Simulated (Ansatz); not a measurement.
## Ti2P (model structure, started from the Ca2N type, R-3m, No. 166, 3 atoms in the cell): equilibrium lattice constant a by level of theory

No measured value is used here.

| level (code) | value (Å) |
|---|---|
| LDA (Ansatz) | 3.519 |
| PBEsol (Ansatz) | 3.550 |
| r²SCAN (Ansatz) | 3.592 |
| r²SCAN+rVV10 (Ansatz) | 3.583 |

The crystal itself was run without spin with LDA, PBEsol, r²SCAN, r²SCAN+rVV10; a magnetic state was not tried in these runs. LDA, PBEsol, r²SCAN, r²SCAN+rVV10: the run has no spin polarisation, so it can have missed a magnetic state. Cutoffs differ between the levels. Ansatz's density-functional and Hartree–Fock values are scalar-relativistic unless marked +SOC, with PAW data made under PBE.

A model structure was made by putting elements into a prototype or built by hand; it is no filed structure, need not be a known phase, and can be a saddle point held by its symmetry.

Ansatz is a first-principles code.
